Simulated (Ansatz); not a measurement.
The parent structure is BN in the zinc blende structure (space group F-43m, No. 216; a = 3.606 Å).

All numbers come from Ansatz (an electronic-structure program), PBEsol, PAW, cutoff 420 eV, without spin-orbit coupling.

For the base:

| Quantity | Value |
|---|---|
| Electron mass | 0.89 mₑ along k, 0.29 mₑ across (at X) |
| Lattice parameter a | 6.814 bohr |

One thing is altered: cell and atoms relaxed at a pressure of 9 GPa.

Task: What does the calculation give for the electron mass after the change?

Result: The electron mass becomes 0.88 mₑ along k, 0.29 mₑ across (at X) (base: 0.89 mₑ along k, 0.29 mₑ across (at X)).

Task: What does the calculation give for the lattice parameter a after the change?

Result: The lattice parameter a decreases by 0.051 bohr, from 6.814 bohr to 6.763 bohr.

The levels and masses belong to the bands next to the band gap. Load acts through the strain it causes; cell and atoms are relaxed under it. Masses are band curvatures over ±0.01 Å⁻¹ around the edge. Along k means along the line from Γ to the band edge. Stability against distortions was not tested. Competing high-pressure phases were not computed.
